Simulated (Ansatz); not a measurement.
Results of PBEsol (PAW; Ansatz, a program for electronic structure) for cubic perovskite SrVO3.

Numerical settings: plane-wave cutoff 500 eV, 10×10×10 k mesh, Fermi–Dirac smearing 0.05 eV, ferromagnetic start, scalar-relativistic PAW data made under PBE.

Computed at the level's own relaxed cell.

### Question
Predict the volume per atom and lattice parameter a.

### Answer

- volume per atom: 11.06 Å³/atom
- lattice parameter a: 3.809 Å

Measured, for comparison: equilibrium volume per atom 11.34 Å³/atom, lattice constant a 3.842 Å (temperature not stated, no zero-point or thermal correction; as tabulated in Marks et al. (2021), arXiv:2103.05797). Computed (rounded) less measured: equilibrium volume per atom -2.5 %, lattice constant a -0.9 %. A static lattice is as a rule a little smaller and stiffer than an uncorrected measurement, which narrows the difference in the lattice constant a and would widen misses of the other sign.

Computed values are for the static lattice.
